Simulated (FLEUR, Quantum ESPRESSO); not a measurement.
A Quantum ESPRESSO input for a self-consistent single point of NaSn2Pd3 (P6mm, 6 atoms in the cell) (DFT, LDA (PZ), plane waves, GBRV 1.5 ultrasoft (LDA) pseudopotentials):

```fortran
&CONTROL
    calculation = 'scf'
    prefix = 'scf'
    outdir = './out'
    pseudo_dir = './'
    tprnfor = .true.
    tstress = .true.
/
&SYSTEM
    ibrav = 0
    nat = 6
    ntyp = 3
    ecutwfc = 40
    ecutrho = 320
    occupations = 'smearing'
    smearing = 'gauss'
    degauss = 0.0036749
/
&ELECTRONS
    conv_thr = 1.0d-9
    mixing_beta = 0.7
/
ATOMIC_SPECIES
Na    22.9898  na_lda_v1.5.uspp.F.UPF
Sn   118.7100  sn_lda_v1.4.uspp.F.UPF
Pd   106.4200  pd_lda_v1.4.uspp.F.UPF
ATOMIC_POSITIONS {crystal}
Na    0.0000000000    0.0000000000    0.1926300000
Sn    0.6666666667    0.3333333333    0.4961500000
Sn    0.3333333333    0.6666666667    0.4961500000
Pd    0.0000000000    0.5000000000    0.9950200000
Pd    0.5000000000    0.0000000000    0.9950200000
Pd    0.5000000000    0.5000000000    0.9950200000
K_POINTS {automatic}
5 5 5  0 0 0
CELL_PARAMETERS {bohr}
  11.1272060823     0.0000000000     0.0000000000
  -5.5636030412     9.6364431405     0.0000000000
   0.0000000000     0.0000000000     8.2183584448
```

Question: Translate this input to FLEUR.

Answer: One input that does it (others would too):

Input of the input generator:

```
NaSn2Pd3 FLAPW
&input film=f /
11.1272060824 0.0000000527 0.0000000000
-5.5636030868 9.6364431141 0.0000000000
0.0000000000 0.0000000000 8.2183584448
1.0
1.0 1.0 1.0

6
11 0.0000000000 0.0000000000 0.1926300000
50 0.6666666667 0.3333333333 0.4961500000
50 0.3333333333 0.6666666667 0.4961500000
46 0.0000000000 0.5000000000 0.9950200000
46 0.5000000000 0.0000000000 0.9950200000
46 0.5000000000 0.5000000000 0.9950200000

&comp jspins=1 /
&exco xctyp='pz' /
&kpt div1=5 div2=5 div3=5 /
&end /
```

```xml
<?xml version="1.0" encoding="UTF-8" standalone="no"?>
<fleurInput fleurInputVersion="0.39">
   <comment>
      NaSn2Pd3 FLAPW                                                                                      
   </comment>
   <calculationSetup>
      <cutoffs Kmax="4.1" Gmax="16.4" GmaxXC="16.4" numbands="0"/>
      <scfLoop itmax="60" minDistance="0.00001" maxIterBroyd="15" imix="Anderson" alpha="0.05" precondParam="0.0" spinf="2.0"/>
      <coreElectrons ctail="T" frcor="F" kcrel="0" coretail_lmax="0"/>
      <xcFunctional name="pz" relativisticCorrections="F"/>
      <magnetism jspins="1"/>
      <soc l_soc="F" theta="0.0" phi="0.0" spav="F"/>
      <expertModes spex="0" secvar="F"/>
      <geometryOptimization l_f="T" forcealpha="1.0" forcemix="BFGS" epsdisp="0.00001" epsforce="0.00001"/>
      <ldaU l_linMix="F" mixParam="0.05" spinf="1.0"/>
   </calculationSetup>
   <cell>
      <bzIntegration valenceElectrons="85.0" mode="gauss" fermiSmearingEnergy="0.00183747">
         <kPointListSelection listName="default-1"/>
         <!-- k-points included here -->
         <xi:include xmlns:xi="http://www.w3.org/2001/XInclude" href="kpts.xml"> </xi:include>
      </bzIntegration>
      <!-- symmetry operations included here -->
      <xi:include xmlns:xi="http://www.w3.org/2001/XInclude" href="sym.xml"> </xi:include>
      <bulkLattice scale="1.0">
         <bravaisMatrix>
            <row-1>   11.1272060824000008     0.0000000527000000     0.0000000000000000</row-1>
            <row-2>   -5.5636030867999997     9.6364431141000004     0.0000000000000000</row-2>
            <row-3>    0.0000000000000000     0.0000000000000000     8.2183584447999998</row-3>
         </bravaisMatrix>
      </bulkLattice>
   </cell>
   <atomSpecies>
      <species name="Sodium (Na)" element="Na" atomicNumber="11">
         <mtSphere radius="2.68" gridPoints="925" logIncrement="0.012"/>
         <atomicCutoffs lmax="10" lnonsphr="8"/>
         <electronConfig flipSpins="F">
            <coreConfig>(1s1/2)</coreConfig>
            <valenceConfig>(2s1/2) (2p1/2) (2p3/2) (3s1/2)</valenceConfig>
            <stateOccupation state="(3s1/2)" spinUp="0.5" spinDown="0.5"/>
         </electronConfig>
         <energyParameters s="3" p="3" d="3" f="4"/>
         <lo type="SCLO" l="0" n="2" eDeriv="0"/>
         <lo type="SCLO" l="1" n="2" eDeriv="0"/>
      </species>
      <species name="Tin (Sn)" element="Sn" atomicNumber="50">
         <mtSphere radius="2.43" gridPoints="839" logIncrement="0.015"/>
         <atomicCutoffs lmax="10" lnonsphr="8"/>
         <electronConfig flipSpins="F">
            <coreConfig>(1s1/2) (2s1/2) (2p1/2) (2p3/2) (3s1/2) (3p1/2) (3p3/2) (4s1/2) (3d3/2) (3d5/2) (4p1/2) (4p3/2)</coreConfig>
            <valenceConfig>(5s1/2) (4d3/2) (4d5/2) (5p1/2) (5p3/2)</valenceConfig>
            <stateOccupation state="(5p1/2)" spinUp="0.3333333333333" spinDown="0.3333333333333"/>
            <stateOccupation state="(5p3/2)" spinUp="0.6666666666667" spinDown="0.6666666666667"/>
         </electronConfig>
         <energyParameters s="5" p="5" d="5" f="4"/>
         <lo type="SCLO" l="2" n="4" eDeriv="0"/>
      </species>
      <species name="Palladium (Pd)" element="Pd" atomicNumber="46">
         <mtSphere radius="2.43" gridPoints="839" logIncrement="0.015"/>
         <atomicCutoffs lmax="10" lnonsphr="8"/>
         <electronConfig flipSpins="F">
            <coreConfig>(1s1/2) (2s1/2) (2p1/2) (2p3/2) (3s1/2) (3p1/2) (3p3/2) (4s1/2) (3d3/2) (3d5/2)</coreConfig>
            <valenceConfig>(4p1/2) (4p3/2) (5s1/2) (4d3/2) (4d5/2)</valenceConfig>
            <stateOccupation state="(5s1/2)" spinUp="0.5" spinDown="0.5"/>
            <stateOccupation state="(4d3/2)" spinUp="1.8" spinDown="1.8"/>
            <stateOccupation state="(4d5/2)" spinUp="2.7" spinDown="2.7"/>
         </electronConfig>
         <energyParameters s="5" p="5" d="4" f="4"/>
         <lo type="SCLO" l="1" n="4" eDeriv="0"/>
      </species>
   </atomSpecies>
   <atomGroups>
      <atomGroup species="Sodium (Na)">
         <relPos label="                   1">.0000000000 .0000000000 .1926300000</relPos>
         <force calculate="T" relaxXYZ="TTT"/>
      </atomGroup>
      <atomGroup species="Tin (Sn)">
         <relPos label="                   2">-1.000/3.000 1.000/3.000 .4961500000</relPos>
         <relPos label="                   3">1.000/3.000 -1.000/3.000 .4961500000</relPos>
         <force calculate="T" relaxXYZ="TTT"/>
      </atomGroup>
      <atomGroup species="Palladium (Pd)">
         <relPos label="                   4">.0000000000 1.000/2.000 -.0049800000</relPos>
         <relPos label="                   5">1.000/2.000 .0000000000 -.0049800000</relPos>
         <relPos label="                   6">1.000/2.000 1.000/2.000 -.0049800000</relPos>
         <force calculate="T" relaxXYZ="TTT"/>
      </atomGroup>
   </atomGroups>
   <output dos="F" band="F" slice="F">
      <checks vchk="F" cdinf="F"/>
      <bandDOS minEnergy="-.5*Htr" maxEnergy="0.5*Htr" sigma="0.015" storeEVData="T"/>
      <vacuumDOS vacdos="F" integ="F" star="F" nstars="0" locx1="0.0" locy1="0.0" locx2="0.0" locy2="0.0" nstm="0" tworkf="0.0"/>
      <unfoldingBand unfoldBand="F" supercellX="1" supercellY="1" supercellZ="1"/>
      <plotting iplot="0" polar="F">
         <plot TwoD="T" vec1="  1.0  0.0  0.0" vec2="  0.0  1.0  0.0" vec3="  0.0  0.0  1.0" zero="  0.0  0.0  0.0" file="plot"/>
      </plotting>
      <chargeDensitySlicing numkpt="0" minEigenval="0.0" maxEigenval="0.0" nnne="0" pallst="F"/>
      <specialOutput eonly="F"/>
      <magneticCircularDichroism mcd="F" energyLo="-10.0" energyUp="0.0"/>
   </output>
  <!-- We include the file relax.xml here to enable relaxations (see documentation) -->
  <xi:include xmlns:xi="http://www.w3.org/2001/XInclude" href="relax.xml"> <xi:fallback/> </xi:include>
</fleurInput>
```

Basis settings and potentials, where a program has them, do not carry over. This input uses DFT, LDA (Perdew-Zunger), all-electron FLAPW (FLEUR), scalar-relativistic valence. LDA parametrisations can differ slightly between programs.

The starting cell comes from a database of computed structures (which also holds hypothetical and non-ambient phases and stackings), without a prior relaxation at this level. Its lattice was rescaled by a random factor within 2.5 % of one.
